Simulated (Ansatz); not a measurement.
Base system: TiAl (space group P4/mmm, No. 123; relaxed with 0.1 eV smearing).

```yaml
crystal:
  lattice:
    - [2.76616, 0.00000, 0.00000]
    - [0.00000, 2.76616, 0.00000]
    - [0.00000, 0.00000, 4.00209]
  atoms:
    - { symbol: Ti, position: [0.00000, 0.00000, 0.00000] }
    - { symbol: Al, position: [0.50000, 0.50000, 0.50000] }
```

Cartesian axes are those of the cell as printed.

Level of theory: LDA/PAW in Ansatz (a program for electronic structure), no SOC.

For the base:

- Pressure = 0.0 GPa
- Shortest interatomic distance = 2.766 Å

One thing is altered: uniaxial strain ε_zz = −1.50 %, all other strain components held at zero, atoms relaxed at fixed cell.

Question: Predict the new pressure, energy relative to the base and shortest interatomic distance.

Answer: The pressure (mean of the normal stresses, compression positive) goes from zero to 2.0 GPa; the energy rises by 1.9 meV/atom; the shortest interatomic distance is still 2.766 Å.

No phonon test of stability was made. All final runs are without spin polarisation.
